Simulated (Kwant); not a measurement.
Device: Aharonov-Bohm ring in a GaAs two-dimensional gas. Effective mass 0.067 mₑ, grid spacing 17 nm, hard walls, nominal width 200 nm (11 grid rows, so walls 204 nm apart), one parabolic valley, scattering region 1300 nm long along x; energies count from the band bottom; Fermi energy 0.000902 eV. Ring of mean radius 360 nm, arms as wide as the leads. Perpendicular field swept from 0 to 0.041 T, none in the leads; orbital effect alone.

The device is made up for the run: typed textbook-type constants, with dimensions and the other settings drawn at random.

Computed with Kwant: effective-mass tight-binding model on a square grid, one spin, coherent transport at 0 K. Conductance is in e²/h.

Density of the scattering states that come in from the left lead, at field = 0.010135 T, in bins, relative to the largest site value (x marks bins outside the device):

```
|xxxxxxxxxxxxxxxx012212311100xxxxxxxxxxxxxxxx|
|xxxxxxxxxxxxx002226725724521100xxxxxxxxxxxxx|
|xxxxxxxxxxx0000341230220321320100xxxxxxxxxxx|
|xxxxxxxxxx001321221111012123113100xxxxxxxxxx|
|xxxxxxxxx01102432110000010233320220xxxxxxxxx|
|xxxxxxxx0112432200xxxxxxxx0022233200xxxxxxxx|
|xxxxxxx0143223100xxxxxxxxxx0012212420xxxxxxx|
|xxxxxxx02234300xxxxxxxxxxxxxx00222320xxxxxxx|
|01100113640010xxxxxxxxxxxxxxxx01113530000000|
|34431462341240xxxxxxxxxxxxxxxx00112321011111|
|5346235289124xxxxxxxxxxxxxxxxxx0112321000001|
|5457346268034xxxxxxxxxxxxxxxxxx1212211111111|
|45543793110450xxxxxxxxxxxxxxxx02210134432222|
|01110222110120xxxxxxxxxxxxxxxx01210011100000|
|xxxxxxx01113300xxxxxxxxxxxxxx00221210xxxxxxx|
|xxxxxxx0001111100xxxxxxxxxx0011110110xxxxxxx|
|xxxxxxxx0121122000xxxxxxxx0002102310xxxxxxxx|
|xxxxxxxxx01100012000000010120010231xxxxxxxxx|
|xxxxxxxxxx002310002112213202013200xxxxxxxxxx|
|xxxxxxxxxxx0110230110120110211110xxxxxxxxxxx|
|xxxxxxxxxxxxx001201310111001000xxxxxxxxxxxxx|
|xxxxxxxxxxxxxxxx000110010000xxxxxxxxxxxxxxxx|
```
Scale: ten equal steps from 0.006 (start of '0') to 0.647 (end of '9'), in the order '0123456789'; x runs from -631 to 631, y from -438 (bottom) to 438 (top).

The conductance there is 1.03 e²/h with 2 open channel(s) in the leads.
